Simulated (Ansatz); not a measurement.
## WS2 under a change: biaxial strain +0.60 %, plane normal [001], relaxed out of plane

Base system: WS2 (space group P6_3/mmc, No. 194; a = 3.115 Å, c = 11.772 Å; layered, stacked along the Cartesian z axis). Axes: x lies along a and z along c of the hexagonal cell.

The change: biaxial strain +0.60 %, plane normal [001], relaxed out of plane (Cartesian); in-plane vectors clamped, the third vector and the atoms free.

All numbers come from PBEsol-D3(BJ) (Ansatz, a first-principles code, PAW, no spin-orbit coupling). Settings: 12×12×3 k-points, 0.05 eV Fermi–Dirac smearing.

| quantity | base | changed | shift |
|---|---|---|---|
| volume per atom | 16.48 Å³ | 16.65 Å³ | +0.17 Å³ |
| band gap | 0.65 eV | 0.66 eV | +0.001 eV |
| gap character | indirect, Γ → K–Γ (44 % along) | indirect, Γ → K–Γ (44 % along) | – |
| smallest direct gap | 1.92 eV | 1.83 eV | -0.09 eV |
| hole mass | 0.96 mₑ along c, 0.46 mₑ across (at Γ) | 1.0 mₑ out of plane, 0.43 mₑ in plane (at Γ) | – |
| valence-band top at Γ (three highest levels, from the VBM) | 0.00, -1.26, -1.60 eV | 0.00, -1.24, -1.54 eV | – |
| out-of-plane strain | – | -0.19 % | – |

Final structure (turned so that z lies along the plane normal):

```yaml
crystal:
  lattice:
    - [3.13343, 0.00000, 0.00000]
    - [1.56672, 2.71363, 0.00000]
    - [0.00000, 0.00000, 11.74978]
  atoms:
    - { symbol: W, position: [0.66667, 0.66667, 0.25000] }
    - { symbol: W, position: [0.33333, 0.33333, 0.75000] }
    - { symbol: S, position: [0.66667, 0.66667, 0.88321] }
    - { symbol: S, position: [0.33333, 0.33333, 0.38321] }
    - { symbol: S, position: [0.33333, 0.33333, 0.11679] }
    - { symbol: S, position: [0.66667, 0.66667, 0.61679] }
```

With W present, leaving out spin-orbit coupling can change the band edges. Masses are band curvatures over ±0.01 Å⁻¹ around the edge. No phonon test of stability was made.
